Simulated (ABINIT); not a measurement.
# Short convergence ladders for Na (Im-3m, 1 atom in the cell)

```xyz
1
Lattice="-2.1406 2.1406 2.1406 2.1406 -2.1406 2.1406 2.1406 2.1406 -2.1406" Properties=species:S:1:pos:R:3 pbc="T T T"
Na     0.0000     0.0000     0.0000
```

Base method: PBE, PAW (JTH v2.0 PBE PAW) (plane waves; ABINIT).

Base settings: pseudos = [Na.GGA_PBE-JTH.xml]; ecut = 30 Ha; pawecutdg = 60 Ha; occopt = 3; tsmear = 0.1 eV; ngkpt = 5 5 5; nshiftk = 1; shiftk = 0 0 0; potentials = JTH v2.0 PBE PAW; nband = 10.

The count of work is k-points × plane waves × bands × iterations; it is no time. Core times come from one kind of shared machine, to one figure; runs under 30 s give none.

**The k-point mesh at a smearing width of 0.3 eV**

In this ladder: tsmear = 0.3 eV.

Only quantities that move along the ladder and can be compared are tabulated.

These are the values that this program gave, and no reference: the one-centre exchange-correlation terms come from a truncated expansion.

```tsv
ngkpt	free energy less the last step's (meV/atom)	pressure (GPa)	count of work / last	core time / last (rough)
4 4 4	31.52	-0.35	0.028	–
5 5 5	-7.13	-0.56	0.035	–
6 6 6	3.98	-0.50	0.056	–
7 7 7	-1.50	-0.54	0.069	–
10 10 10	0.18	-0.53	0.16	0.2
12 12 12	-0.01	-0.53	0.25	0.4
17 17 17	-0.01	-0.53	0.58	0.7
21 21 21	0.00	-0.53	1.0	1
```

Coarsest ngkpt that holds the pressure within 0.05 GPa of the last step, with all finer ones: 5 5 5, at 0.035 of the last step's count of work; the step before is off by 0.18 GPa.

Coarsest ngkpt that holds the free energy within 5 meV/atom of the last step, with all finer ones: 6 6 6, at 0.056 of the last step's count of work; the step before is off by 7.1 meV/atom.

**The width of Gaussian smearing**

In this ladder: occopt = 7; ngkpt = 8 8 8.

Narrow widths need finer meshes than wide ones, so the last steps can hold mesh noise.

Only quantities that move along the ladder and can be compared are tabulated; pressure and forces are left out, as mesh noise rules them at narrow widths.

These are the values that this program gave, and no reference: the one-centre exchange-correlation terms come from a truncated expansion.

| tsmear | free energy less the last step's (meV/atom) |
|---|---|
| 1 eV | -131.30 |
| 0.5 eV | -37.91 |
| 0.3 eV | -15.40 |
| 0.2 eV | -7.21 |
| 0.1 eV | -1.74 |
| 0.05 eV | 0.00 |

Widest tsmear that holds the free energy within 5 meV/atom of the last step, with all finer ones: 0.1 eV; the step before is off by 7.2 meV/atom.

On the base run: the starting cell has typed, rounded lattice constants, without a prior relaxation at this level. Its lattice was rescaled by up to half a per cent. Without a gap this mesh is coarse (it stands for a supercell whose shortest vector is 19 Å).

Left out of this page: 2 runs of the series with a known weakness of the program.
